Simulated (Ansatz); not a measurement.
**MgAl2H8 (space group P-3m1, No. 164; a cell from a computed database, its experimental status unchecked; layered)**

```
CELL_PARAMETERS angstrom
      5.18600     0.00000     0.00000
     -2.59300     4.49120     0.00000
      0.00000     0.00000     5.78717
ATOMIC_POSITIONS crystal
  Mg 0.00000 0.00000 0.00000
  Al 0.33333 0.66667 0.69335
  Al 0.66667 0.33333 0.30665
  H  0.83409 0.16591 0.19938
  H  0.16591 0.83409 0.80062
  H  0.83409 0.66819 0.19938
  H  0.16591 0.33181 0.80062
  H  0.33181 0.16591 0.19938
  H  0.66819 0.83409 0.80062
  H  0.33333 0.66667 0.41444
  H  0.66667 0.33333 0.58556
```

The values are results of plane-wave PAW DFT at the PBEsol level (Ansatz, a program for electronic structure, 420 eV), scalar-relativistic without spin-orbit coupling, not measurements. Settings: 6×6×5 k-points, 0.05 eV Fermi–Dirac smearing.

| Quantity | Value |
|---|---|
| Volume per atom | 12.25 Å³ |
| Density | 1.06 g/cm³ |
| Band gap | 4.22 eV (uncertain: the edges found on the path are not clean extrema) |
| Total energy | -280.555 eV/atom (σ→0; compares only within this code and set-up) |

Whether these cells are dynamically stable was not tested. No dispersion term is included in the PBEsol runs.
